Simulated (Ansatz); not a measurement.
# HgS: response to strain

Base system: HgS in the zinc blende structure (space group F-43m, No. 216).

```xyz
2
Lattice="0.0000 2.9060 2.9060 2.9060 0.0000 2.9060 2.9060 2.9060 0.0000" Properties=species:S:1:pos:R:3 pbc="T T T"
Hg     0.0000     0.0000     0.0000
S      1.4530     1.4530     1.4530
```

Cartesian axes are those of the cell as printed.

Strains are applied to the cell and any free atomic positions relax.

Method: Ansatz (a program for electronic structure), LDA, PAW, cutoff 420 eV, no SOC.

Notes on the quantities. pressure: mean of the normal stresses, compression positive; energy relative to the base: free energy F.

```json
[
 {"change": "base", "pressure": "0.0 GPa", "energy relative to the base": "0 meV/atom", "shortest interatomic distance": "2.517 Å"},
 {"change": "tensor shear ε_xy = +0.57 %", "pressure": "0.0 GPa", "energy relative to the base": "+0.2 meV/atom", "shortest interatomic distance": "2.515 Å"},
 {"change": "tensor shear ε_xy = +0.86 %", "pressure": "0.0 GPa", "energy relative to the base": "+0.6 meV/atom", "shortest interatomic distance": "2.515 Å"},
 {"change": "tensor shear ε_xy = +1.14 %", "pressure": "0.0 GPa", "energy relative to the base": "[?]", "shortest interatomic distance": "2.514 Å"},
 {"change": "tensor shear ε_xy = +1.43 %", "pressure": "0.0 GPa", "energy relative to the base": "+1.6 meV/atom", "shortest interatomic distance": "2.514 Å"},
 {"change": "tensor shear ε_xy = +2.00 %", "pressure": "-0.1 GPa", "energy relative to the base": "[?]", "shortest interatomic distance": "[?]"},
 {"change": "tensor shear ε_xy = +1.71 %", "pressure": "0.0 GPa", "energy relative to the base": "[?]", "shortest interatomic distance": "2.514 Å"},
 {"change": "tensor shear ε_xy = +0.29 %", "pressure": "0.0 GPa", "energy relative to the base": "+0.1 meV/atom", "shortest interatomic distance": "2.516 Å"}
]
```

What belongs in the blanks?


- tensor shear ε_xy = +1.14 %, energy relative to the base: +1.0 meV/atom
- tensor shear ε_xy = +2.00 %, energy relative to the base: +3.1 meV/atom
- tensor shear ε_xy = +2.00 %, shortest interatomic distance: 2.513 Å
- tensor shear ε_xy = +1.71 %, energy relative to the base: +2.2 meV/atom

No phonon test of stability was made. All final runs are without spin polarisation.
